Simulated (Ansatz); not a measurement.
# Input and output of a self-consistent single point for LuBi₂ClO₄ (P4/mmm, 8 atoms in the cell) (Ansatz)

Method of the run: LDA (PW92), default PAW files made with PBE (plane waves; Ansatz, a first-principles code).

Input:

Ansatz 0.2 input:
```yaml
# LuBi2ClO4
crystal:
  lattice:
    - [3.87643600, 0.00000000, 0.00000000]
    - [0.00000000, 3.87643600, 0.00000000]
    - [0.00000000, 0.00000000, 9.06031600]
  atoms:
    - { symbol: Lu, position: [0.00000000, 0.00000000, 0.00000000] }
    - { symbol: Bi, position: [0.50000000, 0.50000000, 0.27571000] }
    - { symbol: Bi, position: [0.50000000, 0.50000000, 0.72429000] }
    - { symbol: Cl, position: [0.00000000, 0.00000000, 0.50000000] }
    - { symbol: O, position: [0.50000000, 0.00000000, 0.85157000] }
    - { symbol: O, position: [0.50000000, 0.00000000, 0.14843000] }
    - { symbol: O, position: [0.00000000, 0.50000000, 0.85157000] }
    - { symbol: O, position: [0.00000000, 0.50000000, 0.14843000] }
basis:
  ecutwfc: 420.0
kpoints:
  mp_grid: { grid: [7, 7, 3] }
hamiltonian:
  xc: lda
  pseudopotentials: { kind: paw }
scf:
  occupations: { method: fixed }
output:
  forces: true
  eigenvalues: true
  stress: true
```

Output, abridged:

```
WARN ansatz: RAYON_NUM_THREADS=1 ignored (pool sized by the plan → 1); use --threads N
Pseudopotentials: kind: paw
Pseudopotential: Lu, paw, valence charge 25
Pseudopotential: Bi, paw, valence charge 15
Pseudopotential: Cl, paw, valence charge 7
Pseudopotential: O, paw, valence charge 6
Crystal: 8 atoms, lattice volume = 136.147 Å³
Basis set: ecut = 420 eV, 2687 PW (Γ)
Bands: 52, of which v1, the nominal top of the filled ones, is band 43 counted from 1 (42 counted from 0)
Symmetry: 16 space group operations
Space group: P4/mmm (ITA 123), of the structure as read, at distance tolerance 5.1e-5 Å
k-points: 20 of 147
PAW frozen core: Lu, regenerated for the run's functional, and the local potential with it
PAW frozen core: Bi, regenerated for the run's functional, and the local potential with it
PAW frozen core: Cl, regenerated for the run's functional, and the local potential with it
PAW frozen core: O, regenerated for the run's functional, and the local potential with it
Initial density: superposition of atomic densities (neutral atoms: chi_scale 0, normalization atom), corrected by the library's trained network
Initial wavefunctions: pseudopotential atomic-orbital guess
Eigensolver: davidson
Functional: x = slater, c = lda
SCF iter   1: F=—  HF=-41936.127470 eV  |F-HF|=—  |Δ(HF+E_count)|=         —  Δρ=1.49e-2  dr2=3.01e-1  ethr=1.77e-3  ⟨swp⟩=5.3  Hψ=3923  notcnv=0  defer=124
all-band conjugate gradients solve this SCF's bands
preconditioner: auto → Resta (q_TF=auto, 2.527 Å⁻¹)
SCF iter   2: F=—  HF=-41936.063391 eV  |F-HF|=—  |Δ(HF+E_count)|=   6.41e-2  Δρ=5.78e-3  dr2=3.99e-2  ethr=3.50e-4  ⟨swp⟩=2.5  Hψ=1970  notcnv=0  defer=137
SCF iter   3: F=—  HF=-41936.055487 eV  |F-HF|=—  |Δ(HF+E_count)|=   7.90e-3  Δρ=2.13e-3  dr2=5.38e-3  ethr=4.64e-5  ⟨swp⟩=3.0  Hψ=1807  notcnv=0  defer=140
SCF iter   4: F=—  HF=-41936.054013 eV  |F-HF|=—  |Δ(HF+E_count)|=   1.47e-3  Δρ=6.10e-4  dr2=4.08e-4  ethr=6.26e-6  ⟨swp⟩=2.9  Hψ=1750  notcnv=0  defer=140
SCF iter   5: F=—  HF=-41936.053930 eV  |F-HF|=—  |Δ(HF+E_count)|=   8.30e-5  Δρ=2.42e-4  dr2=6.30e-5  ethr=4.74e-7  ⟨swp⟩=3.0  Hψ=2343  notcnv=0  defer=139
SCF iter   6: F=—  HF=-41936.053876 eV  |F-HF|=—  |Δ(HF+E_count)|=   5.45e-5  Δρ=8.48e-5  dr2=9.40e-6  ethr=7.33e-8  ⟨swp⟩=3.0  Hψ=2243  notcnv=0  defer=96
SCF iter   7: F=—  HF=-41936.053878 eV  |F-HF|=—  |Δ(HF+E_count)|=   2.17e-6  Δρ=2.78e-5  dr2=1.02e-6  ethr=1.09e-8  ⟨swp⟩=2.4  Hψ=1941  notcnv=0  defer=94
SCF iter   8: F=-41936.053878 eV  HF=-41936.053878 eV  |F-HF|=2.96e-9  |Δ(HF+E_count)|=   3.34e-7  Δρ=5.66e-6  dr2=4.28e-8  ethr=1.16e-10  ⟨swp⟩=15.5  Hψ=8397  notcnv=0
SCF 1 converged in 8 iterations: F = -41936.053878 eV  dr2 = 4.28e-8
SCF converged after 8 iterations
Free energy (F): -41936.053878 eV
Harris-Foulkes:  -41936.053878 eV  (|F-HF|=2.96e-9)
Internal energy: -41936.053878 eV  (E = F + TS)
E sigma→0 (E₀):  -41936.053878 eV
Fermi energy:    8.820665 eV
--- Per-component energies (eV) ---
  E_band       = -229.307879
  E_kinetic    = 1875.176259
  E_local      = -14734.699648  (includes V_loc(G=0)·N_el)
  E_nonlocal   = 1953.924602
  E_hartree    = 6048.359081
  E_xc         = -912.946017
  E_vxc        = -1041.006259  (∫ρ·V_xc dr)
  E_paw        = -29056.153843  (= ΣΔE_a)
  E_vpaw       = -379.440040  (= ΣTr[D̂ρ^β])
  E_aug_tail   = 0.009147  (compensation charges beyond the density's cutoff)
  E_ewald      = -7112.610501
  E_core_change = 2.887043  (= ΣΔE_core)
  E_smearing   = -0.000000  (= −TS)
  E_closure    = 0.000000  (closes the sum)
  Σ components = -41936.053878   (vs F -41936.053878, Δ=0.00e0)
--- Forces (eV/Å), atoms counted from 1 ---
  atom   1  Lu    -0.00000000     0.00000000     0.00000000
  atom   2  Bi     0.00000000     0.00000000    -0.88400850
  atom   3  Bi     0.00000000     0.00000000     0.88400850
  atom   4  Cl     0.00000000    -0.00000000     0.00000000
  atom   5  O      0.00000000     0.00000000    -0.19369559
  atom   6  O      0.00000000     0.00000000     0.19369559
  atom   7  O      0.00000000     0.00000000    -0.19369559
  atom   8  O      0.00000000     0.00000000     0.19369559
  max |Σ_I F_I| component: 2.50e-16 eV/Å
--- Stress (GPa, compression-positive) ---
       -9.123936       0.000000       0.000000
        0.000000      -9.123936       0.000000
        0.000000       0.000000      -7.808561
  P = ⅓ Tr σ = -8.6855 GPa (-86.855 kbar)
  The stress holds the Pulay correction. Without it, at fixed plane waves, as pw.x and ABINIT print it: P = -9.2002 GPa
--- Band table (eV; the first three rows and the last of 20) ---
  k-point 0: bands = ["-44.7764", "-15.6479", "-15.4991", "-15.4991", "-13.2197", "-13.2158", "-13.0645", "-13.0540", "-13.0540", "-13.0515", "-13.0515", "-13.0495", "-12.9803", "-12.9799", "-9.0714", "-8.4163", "-6.8455", "-6.4644", "-5.0182", [...]
  k-point 1: bands = ["-44.7764", "-15.6479", "-15.4991", "-15.4991", "-13.2194", "-13.2161", "-13.0635", "-13.0549", "-13.0549", "-13.0506", "-13.0505", "-13.0505", "-12.9802", "-12.9799", "-9.0641", "-8.4274", "-6.8455", "-6.4644", "-5.0077", [...]
  k-point 2: bands = ["-44.7759", "-15.6359", "-15.5445", "-15.4973", "-13.2060", "-13.2039", "-13.0767", "-13.0667", "-13.0538", "-13.0527", "-13.0511", "-13.0402", "-12.9833", "-12.9831", "-8.9192", "-8.3385", "-6.8878", "-6.5601", "-4.9745", [...]
  k-point 19: bands = ["-44.7714", "-15.7090", "-15.7085", "-15.5233", "-13.1574", "-13.1526", "-13.1389", "-13.1370", "-13.0247", "-13.0148", "-13.0125", "-13.0110", "-12.9995", "-12.9991", "-7.4212", "-7.3336", "-7.3078", "-7.1985", "-4.6513", [...]
```

The run converged in 8 iterations.

The starting cell comes from a database of computed structures (which also holds hypothetical and non-ambient phases and stackings), without a prior relaxation at this level. Its lattice was rescaled by up to half a per cent. Spin-orbit coupling is off. With a pressure of about -9 GPa the cell is away from its equilibrium volume at this level. Ansatz's pressure includes its estimate of the finite-basis (Pulay) stress. Without the estimate this run gives -9.20 GPa.
